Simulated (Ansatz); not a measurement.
Consider interstitial Hf in monoclinic HfO2, charge state +4. Computed with PBE, PAW (plane waves to 420 eV; Ansatz, a first-principles code).

Settings: 96 host sites, the relaxed PBE lattice, the Γ point alone, smearing 0.01 eV, spin-restricted, no image-charge correction. Static, classical nuclei. Spin-orbit coupling is left out. The charge state is imposed; whether it is stable for some Fermi level was not computed. Sites that were not tried may lie lower.

Barriers: single points on a 2×2×2 k-point mesh shifted by half a step at the bands' geometries.

The step: a concerted move, in which Hf travels most. Atoms about the jump, Cartesian Å from the middle of the jump, before and after:

| atom | x0 | y0 | z0 | x1 | y1 | z1 |
|---|---|---|---|---|---|---|
| Hf1 | 0.23 | -1.10 | -1.32 | -0.23 | 1.10 | 1.32 |
| O2 | 0.87 | -0.49 | 0.65 | 0.98 | -0.40 | 0.80 |
| O3 | 0.42 | 2.23 | -0.25 | 0.49 | 2.23 | -0.18 |
| O4 | -1.42 | 0.01 | -0.66 | -1.28 | 0.19 | -0.48 |
| O5 | 1.43 | 0.40 | -1.84 | 1.41 | 0.43 | -1.81 |
| Hf6 | -0.42 | 1.70 | -2.11 | -0.38 | 1.53 | -2.10 |
| Hf7 | 2.17 | 1.15 | 0.08 | 2.42 | 1.10 | -0.09 |
| Hf8 | -1.12 | -1.54 | 0.99 | -0.87 | -1.70 | 0.53 |
| O9 | -1.97 | 2.69 | -1.12 | -1.89 | 2.74 | -1.09 |
| O10 | -2.01 | -0.02 | 1.94 | -1.87 | -0.01 | 1.97 |
| O11 | -0.83 | -0.19 | -3.11 | -1.09 | 0.01 | -3.37 |
| O12 | 0.94 | -2.23 | -2.81 | 0.84 | -2.18 | -2.86 |
| O13 | 0.40 | -2.89 | -0.27 | 0.39 | -3.02 | -0.24 |
| Hf14 | -3.13 | 1.11 | 0.14 | -3.17 | 1.11 | 0.11 |
| Hf15 | 2.87 | -1.10 | -2.72 | 2.57 | -1.08 | -2.61 |

Problem. Where do these atoms stand at the saddle point, and how high is it?

Solution. 
```json
[
 {"atom": "Hf1", "x": "0.06", "y": "0.23", "z": "-0.57"},
 {"atom": "O2", "x": "1.04", "y": "-0.61", "z": "0.76"},
 {"atom": "O3", "x": "0.50", "y": "2.04", "z": "-0.01"},
 {"atom": "O4", "x": "-1.77", "y": "-0.41", "z": "-0.73"},
 {"atom": "O5", "x": "1.42", "y": "0.57", "z": "-1.92"},
 {"atom": "Hf6", "x": "-0.44", "y": "1.87", "z": "-2.63"},
 {"atom": "Hf7", "x": "2.54", "y": "1.24", "z": "0.13"},
 {"atom": "Hf8", "x": "-1.11", "y": "-1.93", "z": "0.76"},
 {"atom": "O9", "x": "-1.76", "y": "2.47", "z": "-1.24"},
 {"atom": "O10", "x": "-1.87", "y": "-0.09", "z": "1.78"},
 {"atom": "O11", "x": "-1.04", "y": "0.12", "z": "-3.47"},
 {"atom": "O12", "x": "0.74", "y": "-2.02", "z": "-2.68"},
 {"atom": "O13", "x": "0.28", "y": "-3.12", "z": "-0.12"},
 {"atom": "Hf14", "x": "-3.22", "y": "1.03", "z": "0.12"},
 {"atom": "Hf15", "x": "2.61", "y": "-1.12", "z": "-2.59"}
]
```
It lies 4.42 eV above the start and 4.42 eV above the end. The saddle point's order was not checked.
